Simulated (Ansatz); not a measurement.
The starting structures come from a database of crystals and need not be the phases stable at ambient conditions.

Consider the following.

```
Li6O6Te
1.0
    7.85760     0.00000     0.00000
   -3.92880     6.80488     0.00000
    3.92880     2.26829     2.30989
Li Te O
6 1 6
Direct
  0.38336   0.08443   0.02311
  0.61664   0.91557   0.97689
  0.89246   0.29893   0.02311
  0.10754   0.70107   0.97689
  0.67796   0.59353   0.02311
  0.32204   0.40647   0.97689
  0.00000   0.00000   0.00000
  0.54399   0.32337   0.52040
  0.45601   0.67663   0.47960
  0.15623   0.22062   0.52040
  0.84377   0.77938   0.47960
  0.25898   0.93561   0.52040
  0.74102   0.06439   0.47960
```

Space group of this cell: R-3. The cell is taken as given; by r2SCAN its mean pressure is 1.2 GPa.

Transport runs along the normal of the first two printed cell vectors, the (001) plane of the conventional cell.

The gap is the functional's own. No spin-orbit coupling. Mid-gap values are interpolated on the energy grid.

Task: Give the band gap and the smallest decay constant κ at mid-gap that r2SCAN run with Ansatz (a quantum-chemistry and plane-wave program) yields.

Result: Gap 3.98 eV on a 14×14×14 mesh; κ = 0.390 1/Å, at the zone centre.
